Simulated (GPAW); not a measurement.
Worked example: self-consistent single point of In₃Ga (Fm-3m, 4 atoms in the cell) in GPAW.

Computed with LDA (Perdew-Wang 92), GPAW PAW datasets LDA (gpaw-data 1.0.1) (plane waves; GPAW).

```
CELL_PARAMETERS angstrom
      0.00000     3.66564     3.66564
      3.66564     0.00000     3.66564
      3.66564     3.66564     0.00000
ATOMIC_POSITIONS crystal
  In 0.25000 0.25000 0.25000
  In 0.75000 0.75000 0.75000
  In 0.50000 0.50000 0.50000
  Ga 0.00000 0.00000 0.00000
```

Reference input (self-consistent single point, DFT PBEsol, plane waves, GPAW PAW datasets PBEsol (made by gpaw-setup)): mode = pw; ecut = 550 eV; xc = PBEsol; kpts = 10 10 10; mesh shift (steps) = 0 0 0; occupations.name = methfessel-paxton; occupations.width = 0.1 eV; occupations.order = 0; nbands = -10; convergence.density = 1e-05 e/electron; convergence.energy = 1e-05 eV/electron; symmetry.symmorphic = false. This run's input differs from it in these lines:

```diff
@@ -15,3 +15,3 @@
 calc = GPAW(mode={'name': 'pw', 'ecut': 550},
-            xc='PBEsol',
+            xc='LDA',
             kpts={'size': (10, 10, 10), 'gamma': True},
```

Its files differ too (potentials: GPAW PAW datasets LDA (gpaw-data 1.0.1)).

The program printed (abridged):

```
     iter     time        total  log10-change:
                         energy   eigst   dens
iter:   1 --:--:--   -13.823700
iter:   2 --:--:--   -13.812757   -1.98  -1.55
iter:   3 --:--:--   -13.715923   -1.99  -1.57
iter:   4 --:--:--   -13.738954   -3.01  -2.18
iter:   5 --:--:--   -13.694403   -3.15  -2.29
iter:   6 --:--:--   -13.695708   -4.78  -2.81
iter:   7 --:--:--   -13.692749   -4.13  -2.85
iter:   8 --:--:--   -13.692722   -5.06  -3.46
iter:   9 --:--:--   -13.692714c  -6.48  -3.54
iter:  10 --:--:--   -13.692737c  -5.64  -3.48
iter:  11 --:--:--   -13.692736c  -6.93  -3.88
iter:  12 --:--:--   -13.692725c  -6.34  -3.96
iter:  13 --:--:--   -13.692724c  -7.29  -4.22
iter:  14 --:--:--   -13.692723c  -7.93c -4.28
iter:  15 --:--:--   -13.692723c  -7.69c -4.34
iter:  16 --:--:--   -13.692723c  -8.39c -4.42
iter:  17 --:--:--   -13.692724c  -8.38c -4.72
iter:  18 --:--:--   -13.692724c  -8.97c -4.51
iter:  19 --:--:--   -13.692722c  -7.98c -4.61
iter:  20 --:--:--   -13.692722c  -9.53c -4.84
iter:  21 --:--:--   -13.692722c  -9.62c -4.87
iter:  22 --:--:--   -13.692722c  -9.47c -5.22c
Converged after 22 iterations.

Dipole moment: (-0.000000, -0.000000, -0.000000) |e|*Ang

Energy contributions relative to reference atoms: (reference = -532310.927368)

Kinetic:        +33.218626
Potential:      -29.903540
External:        +0.000000
XC:             -17.458193
Entropy (-ST):   -0.011668
Local:           +0.456220
SIC:             +0.000000
--------------------------
Free energy:    -13.698557
Extrapolated:   -13.692722

Showing only first 2 kpts
 Kpt  Band  Eigenvalues  Occupancy
  0    19      6.48343    0.00411
  0    20      6.48343    0.00411
  0    21      6.49591    0.00232
  0    22      6.49591    0.00232

  1    19      5.33140    2.00000
  1    20      5.86851    2.00000
  1    21      6.94619    0.00000
  1    22      7.11061    0.00000

Fermi level: 6.28049

No gap
No difference between direct/indirect transitions
Energy (eV): -13.692722

Forces in eV/Ang:
  0 In    0.00000    0.00000    0.00000
  1 In   -0.00000    0.00000   -0.00000
  2 In    0.00000   -0.00000    0.00000
  3 Ga    0.00000    0.00000    0.00000

Stress tensor:
     0.019926     0.000000     0.000000
     0.000000     0.019926     0.000000
     0.000000     0.000000     0.019926
Stress (GPa, Voigt): [3.1924 3.1924 3.1924 0.     0.     0.    ]
```

The run converged in 22 iterations. GPAW prints stress with tension positive. Against the reference run the pressure goes from -1.63 to -3.19 GPa.

The starting cell comes from a database of computed structures (which also holds hypothetical and non-ambient phases and stackings), without a prior relaxation at this level. With a pressure of about -3 GPa the cell is away from its equilibrium volume at this level.

Cost on one core of a shared machine: roughly 3 min.
